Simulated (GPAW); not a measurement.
Worked example: self-consistent single point of CaCd₂As₂ (P-3m1, 5 atoms in the cell) in GPAW.

Computed with LDA (Perdew-Wang 92), GPAW PAW datasets LDA (gpaw-data 1.0.1) (plane waves; GPAW).

The change in words: lattice scaled by 0.98. Reference geometry:
```
Ca(CdAs)2
1.0
    4.41388     0.00000     0.00000
   -2.20694     3.82253     0.00000
    0.00000     0.00000     7.20606
Ca Cd As
1 2 2
Direct
  0.00000   0.00000   0.00000
  0.33333   0.66667   0.63325
  0.66667   0.33333   0.36675
  0.33333   0.66667   0.23766
  0.66667   0.33333   0.76234
```

Reference input (self-consistent single point, DFT LDA (Perdew-Wang 92), plane waves, GPAW PAW datasets LDA (gpaw-data 1.0.1)): mode = pw; ecut = 600 eV; xc = LDA; kpts = 7 7 4; mesh shift (steps) = 0 0 0; occupations.name = fermi-dirac; occupations.width = 0.05 eV; nbands = -6; convergence.bands = -4; symmetry.symmorphic = false; symmetry.tolerance = 0.0005; maxiter = 100. This run's input differs from it in these lines:

```diff
@@ -5,5 +5,5 @@
 atoms = Atoms(['Ca', 'Cd', 'Cd', 'As', 'As'],
-              cell=[[4.413880, 0.000000, 0.000000],
-                    [-2.206940, 3.822532, 0.000000],
-                    [0.000000, 0.000000, 7.206060]],
+              cell=[[4.325602, 0.000000, 0.000000],
+                    [-2.162801, 3.746081, 0.000000],
+                    [0.000000, 0.000000, 7.061939]],
               scaled_positions=[[0.000000, 0.000000, 0.000000],
```

The program printed (abridged):

```
     iter     time        total  log10-change:
                         energy   eigst   dens
iter:   1 --:--:--   -20.609189   +0.41
iter:   2 --:--:--   -20.511882   -0.25  -1.17
iter:   3 --:--:--   -19.729339   -0.70  -1.22
iter:   4 --:--:--   -19.711229   -1.27  -1.42
iter:   5 --:--:--   -19.682960   -1.06  -1.55
iter:   6 --:--:--   -19.656068   -1.92  -1.85
iter:   7 --:--:--   -19.620321   -2.09  -1.98
iter:   8 --:--:--   -19.613085   -2.85  -2.38
iter:   9 --:--:--   -19.612648c  -3.50  -2.83
iter:  10 --:--:--   -19.612304c  -3.89  -2.92
iter:  11 --:--:--   -19.612068c  -3.89  -2.98
iter:  12 --:--:--   -19.611994c  -4.49  -3.25
iter:  13 --:--:--   -19.611998c  -4.89  -3.67
iter:  14 --:--:--   -19.611994c  -5.23  -3.73
iter:  15 --:--:--   -19.611988c  -5.57  -3.78
iter:  16 --:--:--   -19.611995c  -5.77  -3.85
iter:  17 --:--:--   -19.611988c  -6.08  -3.92
iter:  18 --:--:--   -19.611987c  -6.60  -4.06c
iter:  19 --:--:--   -19.611986c  -6.52  -4.11c
iter:  20 --:--:--   -19.611985c  -6.80  -4.30c
iter:  21 --:--:--   -19.611985c  -7.04  -4.34c
iter:  22 --:--:--   -19.611985c  -7.77c -4.53c
Converged after 22 iterations.

Dipole moment: (0.000000, -0.000000, -0.000000) |e|*Ang

Energy contributions relative to reference atoms: (reference = -445378.161806)

Kinetic:        +40.194360
Potential:      -32.017102
External:        +0.000000
XC:             -27.317313
Entropy (-ST):   -0.000436
Local:           -0.471712
SIC:             +0.000000
--------------------------
Free energy:    -19.612203
Extrapolated:   -19.611985

Showing only first 2 kpts
 Kpt  Band  Eigenvalues  Occupancy
  0    20      6.29722    1.88086
  0    21      6.29724    1.88082
  0    22      6.53500    0.23917
  0    23      7.05290    0.00001

  1    20      6.02589    1.99944
  1    21      6.02591    1.99944
  1    22      6.79147    0.00161
  1    23      7.64465    0.00000

Fermi level: 6.43518

Gap: 0.238 eV
Transition (v -> c):
   [... lines left out ...]
Energy (eV): -19.611985

Forces in eV/Ang:
  0 Ca   -0.00000    0.00000    0.00000
  1 Cd    0.00000    0.00000    0.00449
  2 Cd    0.00000   -0.00000   -0.00449
  3 As   -0.00000    0.00000   -0.10117
  4 As    0.00000    0.00000    0.10117

Stress tensor:
     0.003652     0.000000     0.000000
     0.000000     0.003652     0.000000
     0.000000     0.000000     0.005450
Stress (GPa, Voigt): [0.5851 0.5851 0.8732 0.     0.     0.    ]
```

The run converged in 22 iterations. GPAW prints stress with tension positive. Against the reference run the free energy falls by 21.9 meV/atom, the pressure goes from -4.08 to -0.68 GPa and the largest force goes from 0.117 to 0.101 eV/Å.

The starting cell comes from a database of computed structures (which also holds hypothetical and non-ambient phases and stackings), without a prior relaxation at this level. For this run, on top of that: lattice scaled by 0.98.

Cost on one core of a shared machine: roughly 50 s.
